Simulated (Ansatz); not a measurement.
We consider white tin (β-Sn), described by r²SCAN+rVV10 (PAW; Ansatz, a first-principles code).

Excerpt of the program's output:

```
Crystal: 2 atoms, lattice volume = 54.260 Å³
Basis set: ecut = 560 eV, 1607 PW (Γ), exchange–correlation on 108×108×108 points (27 copies of the dense FFT grid, shifted against one another)
Bands: 18, of which v1, the nominal top of the filled ones, is band 14 counted from 1 (13 counted from 0)
Symmetry: 16 space group operations
Space group: I41/amd (ITA 141), of the structure as read, at distance tolerance 3.8e-5 Å
k-points: 641 of 8000
Functional: x = r2scan, c = r2scan + rvv10(b = 11.95, C = 0.0093); τ floored in thin density (d = 2e-4 eV/Å³)
SCF iter   1: F=—  HF=-12073.206851 eV  |F-HF|=—  |Δ(HF+E_count)|=         —  Δρ=5.38e-3  dr2=6.21e-3  dr2_τ=1.68e-3
SCF iter   2: F=—  HF=-12073.227339 eV  |F-HF|=—  |Δ(HF+E_count)|=   2.05e-2  Δρ=2.60e-3  dr2=1.71e-3  dr2_τ=4.21e-5
  ...
SCF iter   8: F=—  HF=-12073.228131 eV  |F-HF|=—  |Δ(HF+E_count)|=   2.34e-9  Δρ=9.31e-7  dr2=3.14e-10  dr2_τ=1.24e-11
SCF iter   9: F=-12073.228131 eV  HF=-12073.228131 eV  |F-HF|=7.28e-12  |Δ(HF+E_count)|=  1.82e-11  Δρ=2.88e-7  dr2=3.59e-11  dr2_τ=1.15e-12
SCF 1 converged in 9 iterations: F = -12073.228131 eV  dr2 = 3.59e-11
SCF converged after 9 iterations
Free energy (F): -12073.228131 eV
Internal energy: -12073.221469 eV  (E = F + TS)
E sigma→0 (E₀):  -12073.224800 eV
Fermi energy:    10.648635 eV
--- Forces (eV/Å), atoms counted from 1 ---
  atom   1  Sn     0.00000000     0.00000000     0.00000000
  atom   2  Sn     0.00000000     0.00000000     0.00000000
--- Stress (GPa, compression-positive) ---
        0.002780       0.000000      -0.000000
        0.000000       0.002780       0.000000
        0.000000       0.000000      -0.000439
  P = ⅓ Tr σ = 0.0017 GPa (0.017 kbar)
```

Q: Write an input file that could have produced this run (the log leaves some choices open).

A: Several could match; the one computed here: 
Ansatz 0.2 input:
```yaml
crystal:
  lattice:
    - [-2.9261041414, 2.9261041414, 1.5843128272]
    - [2.9261041414, -2.9261041414, 1.5843128272]
    - [2.9261041414, 2.9261041414, -1.5843128272]
  atoms:
    - { symbol: Sn, position: [0.25, 0.75, 0.5] }
    - { symbol: Sn, position: [0.0, 0.0, 0.0] }
basis:
  ecutwfc: 560
  ecutrho_ratio: 4
  xc_grid: 3
kpoints:
  mp_grid: { grid: [20, 20, 20] }
hamiltonian:
  xc: r2scan
  dispersion: rvv10
  pseudopotentials: { kind: paw }
scf:
  occupations: { method: fermi_dirac, width: 0.05 }
  convergence: { dr2_threshold: 0.0000000002 }
output:
  forces: true
  stress: true
  eigenvalues: true
```

The PAW data were made under PBE.

It cost around 100 core-seconds (rough) of CPU time.
